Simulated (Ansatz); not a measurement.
A relaxation of the atoms of Sr4SeS3 (P1, 8 atoms in the cell) with Ansatz (an electronic-structure program).

Level of theory: PBEsol, default PAW files made with PBE (plane waves; Ansatz).

The change in words: atoms moved at random; relax: default → atoms; relax.f_tol: default → 0.005 eV/Å. Reference geometry:
```
Sr4SeS3
1.0
    7.10480    -2.14211     0.00000
    7.10480     2.14211     0.00000
   -1.29418     0.00000     7.31113
Sr Se S
4 1 3
Direct
  0.37428   0.37428   0.11962
  0.62572   0.62572   0.88038
  0.87159   0.87159   0.62908
  0.12841   0.12841   0.37092
  0.50000   0.50000   0.50000
  0.75102   0.75102   0.24921
  0.24898   0.24898   0.75079
  0.00000   0.00000   0.00000
```

Reference input (self-consistent single point, DFT, PBEsol, plane waves, default PAW files made with PBE): kpoints.mp_grid.grid = 5 5 3; hamiltonian.xc = pbesol; hamiltonian.pseudopotentials = {kind: paw} (the program's default PAW files); scf.occupations.method = fixed. This run's input differs from it in these lines:

Ansatz 0.2 input:
```diff
@@ -7,10 +7,10 @@
   atoms:
-    - { symbol: Sr, position: [0.37428000, 0.37428000, 0.11962000] }
-    - { symbol: Sr, position: [0.62572000, 0.62572000, 0.88038000] }
-    - { symbol: Sr, position: [0.87159000, 0.87159000, 0.62908000] }
-    - { symbol: Sr, position: [0.12841000, 0.12841000, 0.37092000] }
-    - { symbol: Se, position: [0.50000000, 0.50000000, 0.50000000] }
-    - { symbol: S, position: [0.75102000, 0.75102000, 0.24921000] }
-    - { symbol: S, position: [0.24898000, 0.24898000, 0.75079000] }
-    - { symbol: S, position: [0.00000000, 0.00000000, 0.00000000] }
+    - { symbol: Sr, position: [0.36033600, 0.38874600, 0.12068100] }
+    - { symbol: Sr, position: [0.64305400, 0.61598500, 0.87816500] }
+    - { symbol: Sr, position: [0.88884700, 0.85745800, 0.62992100] }
+    - { symbol: Sr, position: [0.11080400, 0.14339500, 0.37304600] }
+    - { symbol: Se, position: [0.51076700, 0.48212900, 0.49420400] }
+    - { symbol: S, position: [0.76055900, 0.73472500, 0.25793200] }
+    - { symbol: S, position: [0.22528300, 0.27945000, 0.74936000] }
+    - { symbol: S, position: [0.00035100, -0.00188900, -0.00331000] }
 kpoints:
@@ -25,2 +25,4 @@
     method: fixed
+relax:
+  f_tol: 0.005
 output:
```

The program printed (abridged):

```
   [... SCF lines of the steps left out ...]
relax step   1: F+E_penalty+E_count = -22064.90440300 eV  Δ(F+E_penalty+E_count) = +0.000e0 eV  max|allowed force component| = 5.980e-1 eV/Å  Δτ_max = 0.0000 Å  (6 SCF iters, dr2 threshold 6.25e-7 eV, accepted)
relax step   2: F+E_penalty+E_count = -22064.96194670 eV  Δ(F+E_penalty+E_count) = -5.754e-2 eV  max|allowed force component| = 3.485e-1 eV/Å  Δτ_max = 0.1909 Å  (5 SCF iters, dr2 threshold 2.23e-5 eV, accepted)
relax step   3: F+E_penalty+E_count = -22065.04004741 eV  Δ(F+E_penalty+E_count) = -7.810e-2 eV  max|allowed force component| = 1.672e-2 eV/Å  Δτ_max = 0.0974 Å  (5 SCF iters, dr2 threshold 7.59e-6 eV, accepted)
relax step   4: F+E_penalty+E_count = -22065.04004867 eV  Δ(F+E_penalty+E_count) = -1.257e-6 eV  max|allowed force component| = 1.662e-2 eV/Å  Δτ_max = 0.0000 Å  (4 SCF iters, accepted)
relax step   5: F+E_penalty+E_count = -22065.04017568 eV  Δ(F+E_penalty+E_count) = -1.270e-4 eV  max|allowed force component| = 3.346e-3 eV/Å  Δτ_max = 0.0043 Å  (5 SCF iters, accepted)
Stability not checked: this state was not tested for a lower state beside it, because too few of the mixer's solves of this state at the end of the SCF gave a …
Free energy (F): -22065.040176 eV
Internal energy: -22065.040176 eV  (E = F + TS)
E sigma→0 (E₀):  -22065.040176 eV
Fermi energy:    6.079748 eV
--- Forces (eV/Å), atoms counted from 1 ---
  atom   1  Sr    -0.00093012     0.00007136     0.00218218
  atom   2  Sr     0.00072917     0.00013284    -0.00216824
  atom   3  Sr     0.00117628    -0.00007343    -0.00185313
  atom   4  Sr    -0.00145788     0.00020502     0.00165801
  atom   5  Se    -0.00004773    -0.00019089    -0.00005373
  atom   6  S      0.00001966    -0.00004226    -0.00312126
   [... lines left out ...]
    - { symbol: Se, position: [0.4999898436796613, 0.5000123520546785, 0.5000013437093122] }
    - { symbol: S, position: [0.7513484914672977, 0.751346953958048, 0.24910258403060356] }
    - { symbol: S, position: [0.24864739183800288, 0.24864772973700894, 0.7508900091562348] }
    - { symbol: S, position: [-6.98203770625537e-6, 1.9069356558940918e-7, 8.672819328554334e-8] }
```

The run converged. 

Summary of the result:
- Free energy E − TS (on the zero of these files): -22065.0402 eV
- Top of the valence band (on the code's own zero): 6.08 eV
- Gap on the k-point mesh: 2.28 eV
- Pressure: -0.82 GPa
- Largest force (vector length): 0.003 eV/Å
- Relaxation steps: 5

The starting cell comes from a database of computed structures (which also holds hypothetical and non-ambient phases and stackings), without a prior relaxation at this level. Its lattice was rescaled by a random factor within 2.5 % of one. For this run, on top of that: atoms moved at random. Ansatz's pressure includes its estimate of the finite-basis (Pulay) stress.

Cost on one core of a shared machine: roughly 3 min.
